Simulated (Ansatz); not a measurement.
Ir, response to strain

Base system: Ir in the fcc (Cu type) structure (space group Fm-3m, No. 225; a = 3.872 Å; relaxed with 0.1 eV smearing).

Strains are applied to the cell and any free atomic positions relax.

Calculations: PBE (Ansatz, an electronic-structure program), scalar-relativistic without spin-orbit coupling.

Notes on the quantities. energy relative to the base: free energy F.

```tsv
isotropic strain (%)	energy relative to the base (meV/atom)
-2.5	97.9
-1.5	33.8
0	0.0
0.5	3.5
1	13.6
1.5	?
2	52.0
2.5	79.7
3	112.4
```

**Question.** Fit ΔE = Aε² + Bε³ (ε in %) to the rows shown and predict the withheld row.

**Answer.** Least squares on the printed values gives A = 14.2 and B = -0.58 meV/atom (largest residual 0.2 meV/atom); this predicts 30.0 meV/atom, and the run gives 29.9 meV/atom, in agreement.

Stability against distortions was not tested. The final runs are not spin-polarised.
